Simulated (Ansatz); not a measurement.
Reference: Nb2InC (P6_3/mmc), PBEsol, DFPT electron-phonon coupling, linearised Boltzmann equation (plane waves, PAW, scalar-relativistic; Ansatz, an electronic-structure program); geometry: relaxed with this functional, without spin-orbit coupling.

```xyz
8
Lattice="3.1613 0.0000 0.0000 -1.5806 2.7377 0.0000 0.0000 0.0000 14.3129" Properties=species:S:1:pos:R:3 pbc="T T T"
Nb     1.5806     0.9126    13.1317
Nb     0.0000     1.8252     1.1812
Nb     0.0000     1.8252     5.9753
Nb     1.5806     0.9126     8.3377
In     1.5806     0.9126     3.5782
In     0.0000     1.8252    10.7347
C      0.0000     0.0000     0.0000
C      0.0000     0.0000     7.1565
```

| Property | Value |
|---|---|
| resistivity at 300 K | 22 μΩ·cm |
| electron-phonon coupling λ | 0.32 |
| logarithmic mean phonon energy | 24 meV |

Q: Swap In for Ga, keeping the structure type. How do these values move?

A: Nb2GaC (P6_3/mmc): volume per atom 15.5 to 14.2 Å³; resistivity at 300 K stays about the same (22 μΩ·cm to 24 μΩ·cm); electron-phonon coupling λ rises (0.32 to 0.38); logarithmic mean phonon energy stays about the same (24 meV to 23 meV).

Q: Swap In for S, keeping the structure type. How do these values move?

A: Nb2CS (P6_3/mmc): volume per atom 15.5 to 13.4 Å³; resistivity at 300 K rises (22 μΩ·cm to 35 μΩ·cm); electron-phonon coupling λ rises (0.32 to 0.64); logarithmic mean phonon energy stays about the same (24 meV to 23 meV).

Moves up to 11 % count as about the same. Metals; harmonic phonons alone scatter; means over directions. Halving the electron mesh moves these values by up to 8 %; q meshes are mostly untested. Spin-orbit coupling is left out.

Computed structure with no diffraction record at hand here (it may be known, metastable or hypothetical): Nb2CS (P6_3/mmc), Nb2GaC (P6_3/mmc), Nb2InC (P6_3/mmc).
